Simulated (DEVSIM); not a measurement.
Structure: Si p-i-n diode, at 300 K.

| layer (left to right) | material | thickness (μm) | Nd (cm⁻³) | Na (cm⁻³) | τn (s) | τp (s) |
|---|---|---|---|---|---|---|
| 1 | Si | 0.200 | - | 3e17 | 4.9e-6 | 4.9e-6 |
| 2 | Si | 19.0 | 1e12 | - | 4.9e-6 | 4.9e-6 |
| 3 | Si | 1.60 | 6.6e18 | - | 4.9e-6 | 4.9e-6 |

Left contact: ohmic. Right contact: ohmic. Voltage is applied to the left contact. Recombination: SRH at mid-gap. Gap narrowing is on: ΔEg = 6.92 meV × (l + √(l² + 0.5)), l = ln(N/1.3e17 cm⁻³), shared equally by both band edges. Mobility is μmin + (μ − μmin)/(1 + (N/Nref)^α).

This is a model device: material constants are rounded textbook-type values typed into the input, and sizes, dopings and lifetimes were drawn at random. Values at 300 K. The table also holds parameters that only a changed run uses.

```
parameter           Si
-------------  -------
gap (eV)         1.124
affinity (eV)     4.05
permittivity      11.7
Nc (cm⁻³)      2.86e19
Nv (cm⁻³)       3.1e19
μn (cm²/Vs)       1417
μp (cm²/Vs)        470
μn,min              52
μp,min              45
Nref,n          9.7e16
Nref,p          2.2e17
αn                0.68
αp                0.72
Cn (cm⁶/s)     2.8e-31
Cp (cm⁶/s)     9.9e-32
```

DEVSIM, 1D drift-diffusion, Boltzmann statistics, complete ionisation; no tunnelling, impact ionisation, image-force lowering or self-heating.

Base results: potential step across the device at zero bias (V) 0.932; dark forward voltage at 1 A/cm² (V) 0.611; dark forward voltage at 100 A/cm² (V) 0.767.

**Question.** What follows from this one change: doping Na of layer 1 3e+17 → 3e+18 cm^-3?

**Answer.** potential step across the device at zero bias 0.932 → 0.976 V; dark forward voltage at 1 A/cm² 0.611 → 0.660 V; dark forward voltage at 100 A/cm² 0.767 → 0.797 V.

**Question.** What follows from this one change: constant mobility in place of the doping-dependent one?

**Answer.** potential step across the device at zero bias little changed (0.932 V); dark forward voltage at 1 A/cm² 0.611 → 0.588 V; dark forward voltage at 100 A/cm² 0.767 → 0.758 V.
